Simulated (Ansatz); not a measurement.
The starting structures come from a database of crystals and need not be the phases stable at ambient conditions.

By LDA and PBEsol, the system below comes out a metal.

Here is the system:

```yaml
crystal:
  lattice:
    - [3.74268, 0.00000, 0.00000]
    - [0.00000, 3.74268, 0.00000]
    - [1.87134, -1.87134, 1.87134]
  atoms:
    - { symbol: Sb, position: [0.00000, 0.00000, 0.00000] }
```

Space group of this cell: Im-3m, bcc (W type). The cell is taken as given; by PBEsol its mean pressure is -0.7 GPa.

The current runs along the normal of the first two printed vectors, the (001) plane. All runs by Ansatz (a first-principles code), plane waves and PAW, without spin-orbit coupling; the base is PBEsol.

```tsv
run	mean pressure (GPa)	G/A, both spins (10¹⁵ S/m²)
base	-0.7	1.41
all lengths scaled by 0.98	3.8	?
all lengths scaled by 1.02	-4.1	?
lda in place of pbesol	-1.9	1.41
lengths across the current scaled by 0.98, ions clamped	2.2	1.45
lengths across the current scaled by 1.02, ions clamped	-3.1	1.39
lengths along the current scaled by 0.97, ions clamped	1.4	1.46
lengths along the current scaled by 1.03, ions clamped	-2.5	1.38
```

What belongs in the gaps?


- all lengths scaled by 0.98, G/A, both spins (10¹⁵ S/m²): 1.48
- all lengths scaled by 1.02, G/A, both spins (10¹⁵ S/m²): 1.34
